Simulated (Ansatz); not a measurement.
System: Al2SiO5 (Pnnm, No. 58). Method: LDA (plane waves, PAW; Ansatz, a quantum-chemistry and plane-wave program).

Run with plane-wave cutoff 520 eV, 6×4×6 k mesh (along the axes of the cell as run), Fermi–Dirac smearing 0.01 eV, scalar-relativistic PAW data made under PBE.

Cell (relaxed at this level):

```cif
data_Al8O20Si4
_chemical_formula_sum 'Si4 Al8 O20'
_space_group_name_H-M_alt 'P 1'
_space_group_IT_number 1
_cell_length_a 7.71768
_cell_length_b 7.84133
_cell_length_c 5.53105
_cell_angle_alpha 90.000
_cell_angle_beta 90.000
_cell_angle_gamma 90.000
loop_
_space_group_symop_operation_xyz
  'x, y, z'
loop_
_atom_site_label
_atom_site_type_symbol
_atom_site_fract_x
_atom_site_fract_y
_atom_site_fract_z
_atom_site_occupancy
Si1 Si 0.24534 0.25009 0.00000 1
Si2 Si 0.75466 0.74991 0.00000 1
Si3 Si 0.74534 0.24991 0.50000 1
Si4 Si 0.25466 0.75009 0.50000 1
Al1 Al 0.00000 0.00000 0.24239 1
Al2 Al 0.50000 0.50000 0.25761 1
Al3 Al 0.00000 0.00000 0.75761 1
Al4 Al 0.50000 0.50000 0.74239 1
Al5 Al 0.36967 0.13827 0.50000 1
Al6 Al 0.63033 0.86173 0.50000 1
Al7 Al 0.86967 0.36173 0.00000 1
Al8 Al 0.13033 0.63827 0.00000 1
O1 O 0.42309 0.36219 0.50000 1
O2 O 0.57691 0.63781 0.50000 1
O3 O 0.92309 0.13781 0.00000 1
O4 O 0.07691 0.86219 0.00000 1
O5 O 0.42537 0.36128 0.00000 1
O6 O 0.57463 0.63872 0.00000 1
O7 O 0.92537 0.13872 0.50000 1
O8 O 0.07463 0.86128 0.50000 1
O9 O 0.10276 0.40057 0.00000 1
O10 O 0.89724 0.59943 0.00000 1
O11 O 0.60276 0.09943 0.50000 1
O12 O 0.39724 0.90057 0.50000 1
O13 O 0.22836 0.13143 0.24038 1
O14 O 0.77164 0.86857 0.24038 1
O15 O 0.72836 0.36857 0.25962 1
O16 O 0.27164 0.63143 0.25962 1
O17 O 0.77164 0.86857 0.75962 1
O18 O 0.22836 0.13143 0.75962 1
O19 O 0.27164 0.63143 0.74038 1
O20 O 0.72836 0.36857 0.74038 1
```

Task: Predict the band gap.

Result: 
- band gap: 4.98 eV (on the SCF k mesh)

Note: the relaxation could not lower the start's symmetry, so the cell can be a saddle point above a distorted one.

The computed numbers hold no vibrational or temperature effects.

Computing time: roughly 21 core-minutes.
